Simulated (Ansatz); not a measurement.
Where the default PAW files enter, the runs use the earlier of Ansatz's two default sets.

# Evanescent states of LiF (Fm-3m, rock salt, 2 atoms a cell, 8.5 Å³ an atom, -5 GPa at this level) along the normal of (110)

All values below come from r2SCAN (plane waves, PAW; Ansatz, a quantum-chemistry and plane-wave program).

The gap is the functional's own. No spin-orbit coupling. Mid-gap values are interpolated on the energy grid.

Energies count from the valence-band top; κ is the least over a 10×8 mesh across the current.

| E (eV) | κ (1/Å) | where |
|---|---|---|
| 0.21 | 0.234 | Γ |
| 0.65 | 0.384 | Γ |
| 1.07 | 0.472 | Γ |
| 1.50 | 0.529 | off Γ |
| 1.94 | 0.568 | off Γ |
| 2.37 | ? | off Γ |
| 2.79 | ? | off Γ |
| 3.23 | ? | off Γ |
| 3.65 | ? | off Γ |
| 4.08 | ? | off Γ |
| 4.51 | ? | off Γ |
| 4.95 | ? | off Γ |
| 5.38 | ? | off Γ |
| 5.80 | ? | off Γ |
| 6.24 | ? | Γ |
| 6.67 | ? | Γ |
| 7.09 | ? | Γ |
| 7.53 | ? | Γ |
| 7.96 | 0.536 | Γ |
| 8.38 | 0.482 | Γ |
| 8.81 | 0.409 | Γ |
| 9.24 | 0.303 | Γ |
| 9.68 | 0.065 | Γ |

Question: Some entries are withheld; supply them.

Answer: 
- 2.37, κ (1/Å): 0.597
- 2.79, κ (1/Å): 0.621
- 3.23, κ (1/Å): 0.638
- 3.65, κ (1/Å): 0.652
- 4.08, κ (1/Å): 0.661
- 4.51, κ (1/Å): 0.667
- 4.95, κ (1/Å): 0.670
- 5.38, κ (1/Å): 0.669
- 5.80, κ (1/Å): 0.666
- 6.24, κ (1/Å): 0.656
- 6.67, κ (1/Å): 0.637
- 7.09, κ (1/Å): 0.611
- 7.53, κ (1/Å): 0.578
